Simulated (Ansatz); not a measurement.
The starting structures come from a database of crystals and need not be the phases stable at ambient conditions.

## Evanescent states of Na$_{3}$P (P6_3/mmc, not sure to be the ambient phase, 8 atoms a cell, 23.0 Å³ an atom) along the normal of (110)

Level of theory: PBEsol (plane waves, PAW; Ansatz, a first-principles code).

The gap is the functional's own, uncorrected, and κ follows it; spin-orbit coupling is left out. Mid-gap values are interpolated between the computed energies.

Energies count from the valence-band top; κ is the least over a 4×4 mesh across the current.

```tsv
E (eV)	κ (1/Å)	where
0.03	0.022	Γ
0.07	0.035	Γ
0.12	0.042	Γ
0.17	0.046	Γ
0.23	0.047	Γ
0.28	0.046	Γ
0.33	0.042	Γ
0.38	0.035	Γ
0.42	0.022	Γ
```

**Question.** How thick must the barrier be to attenuate the transmission by 10^6 when the electrodes' Fermi level lies at 0.33 eV, and what attenuation does that film give at 0.23 eV?

**Answer.** d = 6 ln 10 / (2 × 0.042) = 164.5 Å. At 0.23 eV it gives 6 × 0.047/0.042 = 6.7 decades.
